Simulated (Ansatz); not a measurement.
Ga2O3: pressure series

The parent structure is Ga2O3 in the corundum structure (space group R-3c, No. 167; a = 4.985 Å, c = 13.442 Å (hexagonal axes)).

Cell and atoms are relaxed at each pressure.

Computed with Ansatz (a quantum-chemistry and plane-wave program) r2SCAN, no SOC.

Two rows of this table had their results exchanged by mistake.

| pressure | volume per atom (Å³) | shortest distance (Å) | band gap |
|---|---|---|---|
| pressure −2 GPa | 9.73 | 1.931 | 3.46 eV |
| pressure −1 GPa | 7.84 | 1.799 | 5.91 eV |
| pressure 3 GPa | 9.52 | 1.917 | 3.69 eV |
| pressure 7 GPa | 9.37 | 1.908 | 3.87 eV |
| pressure 15 GPa | 9.11 | 1.890 | 4.20 eV |
| pressure 30 GPa | 8.70 | 1.861 | 4.73 eV |
| pressure 50 GPa | 8.27 | 1.831 | 5.32 eV |
| pressure 75 GPa | 9.68 | 1.928 | 3.51 eV |
| pressure 100 GPa | 7.50 | 1.773 | 6.35 eV |

**Question.** Which two?

**Answer.** The rows for pressure −1 GPa and pressure 75 GPa: the volume has to fall steadily with pressure, so 9.68 Å³ belongs to pressure −1 GPa and 7.84 Å³ to pressure 75 GPa.

Load acts through the strain it causes; cell and atoms are relaxed under it. No phonon test of stability was made. Competing high-pressure phases were not computed.
